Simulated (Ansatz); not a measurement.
Take HgI2 (space group P6_3/mmc, No. 194; a = 4.1662 Å, c = 14.1827 Å; a hypothetical phase, not in the database extracts checked) as the base.

(Cell as relaxed with PBE-D3(BJ).)

Levels (all Ansatz, a quantum-chemistry and plane-wave program, PAW, earlier PAW set): PBE-D3(BJ) (420 eV, no SOC); r2SCAN+rVV10 (500 eV, no spin-orbit coupling).

Each level relaxes its own structure.

| base | PBE-D3(BJ) | r2SCAN+rVV10 |
|---|---|---|
| volume per atom | 35.53 Å³ | 35.86 Å³ |
| lattice parameter a | 416.6 pm | 415.5 pm |
| band gap | 0.34 eV | 0.66 eV |

Perturbation: holes 3.0×10^21 cm⁻³, on a uniform background at fixed cell.

```csv
quantity,PBE-D3(BJ),r2SCAN+rVV10
gap between the host's bands,0.48 eV,…
Fermi level relative to the doped band's edge (positive inside the band; to 0.05 eV),+0.15 eV,…
shift of the gap caused by the change,+0.15 eV,…
```

Task: Given the PBE-D3(BJ) results, estimate those of r2SCAN+rVV10.

Result: 
- gap between the host's bands, r2SCAN+rVV10: 0.80 eV
- Fermi level relative to the doped band's edge (positive inside the band; to 0.05 eV), r2SCAN+rVV10: +0.15 eV
- shift of the gap caused by the change, r2SCAN+rVV10: +0.14 eV

PBE-D3(BJ)'s gap between the host's bands lies 0.314 eV below r2SCAN+rVV10's; the two agree on the Fermi level from band edge. Neither level is exact; r2SCAN+rVV10 is the comparison here, not a measurement.

Charged cell with a jellium background: band edges are those of the host's band count, energies are not comparable with the neutral cell, and many-body gap narrowing is missing. Spin-orbit coupling, missing from the scalar runs, can matter with Hg and I. No phonon test of stability was made.
